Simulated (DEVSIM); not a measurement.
Structure: double heterostructure, GaAs between p- and n-type Al0.1Ga0.9As, at 300 K.

Layer 1 from the left is Al0.1Ga0.9As, thickness (μm) 0.470, Nd (cm⁻³) 2e17, τn (s) 2.4e-9, τp (s) 2.4e-9. Layer 2 from the left is GaAs, thickness (μm) 0.0260, Na (cm⁻³) 1.3e14, τn (s) 2.4e-9, τp (s) 2.4e-9. Layer 3 from the left is Al0.1Ga0.9As, thickness (μm) 0.290, Na (cm⁻³) 3.2e17, τn (s) 2.4e-9, τp (s) 2.4e-9.

Left contact: ohmic. Right contact: ohmic. Voltage is applied to the left contact. Recombination: SRH at mid-gap, radiative, Auger. Mobility is μmin + (μ − μmin)/(1 + (N/Nref)^α).

The device is made up for the run: typed textbook-type constants, with dimensions and the other settings drawn at random. Values at 300 K.

Al0.1Ga0.9As: gap (eV) 1.5487, affinity (eV) 3.991, permittivity 12.62, Nc (cm⁻³) 5.17e17, Nv (cm⁻³) 9e18, μn (cm²/Vs) 6520, μp (cm²/Vs) 317, μn,min 500, μp,min 20, Nref,n 6e16, Nref,p 1.5e17, αn 0.39, αp 0.38, B (cm³/s) 2e-10, Cn (cm⁶/s) 1e-30, Cp (cm⁶/s) 1e-30. GaAs: gap (eV) 1.424, affinity (eV) 4.07, permittivity 12.9, Nc (cm⁻³) 4.7e17, Nv (cm⁻³) 9e18, μn (cm²/Vs) 8500, μp (cm²/Vs) 400, μn,min 500, μp,min 20, Nref,n 6e16, Nref,p 1.5e17, αn 0.39, αp 0.38, B (cm³/s) 2e-10, Cn (cm⁶/s) 1e-30, Cp (cm⁶/s) 1e-30.

Model (solved in DEVSIM): 1D drift-diffusion, Boltzmann statistics, complete ionisation; no tunnelling, impact ionisation, image-force lowering or self-heating. Band offsets follow the typed affinities; no thermionic-emission limit at abrupt steps, no polarisation charge.

Q: What does the simulation give for the dark forward voltage at 1 A/cm², the potential step across the device at zero bias, the dark forward voltage at 100 A/cm²?

A: dark forward voltage at 1 A/cm² 1.134 V; potential step across the device at zero bias 1.438 V; dark forward voltage at 100 A/cm² 1.263 V.
